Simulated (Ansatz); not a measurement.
Take Si in the diamond structure (space group Fd-3m, No. 227; a = 5.470 Å) as the base.

Level of theory: PBE (Ansatz, an electronic-structure program; PAW; 420 eV plane waves; scalar-relativistic without spin-orbit coupling).

Before the change:

| Property | Value |
|---|---|
| Width of the top valence band | 3.76 eV |
| Band gap | 0.61 eV |

Now apply this change: an isotropic linear strain of −2.50 %, atoms relaxed at fixed cell.

Predict the new width of the top valence band, band gap and energy relative to the base.

The width of the top valence band goes up by 0.33 eV (3.76 eV → 4.09 eV); the band gap falls by 0.146 eV, from 0.61 eV to 0.47 eV; the energy rises by 35 meV/atom.

Whether these cells are dynamically stable was not tested.
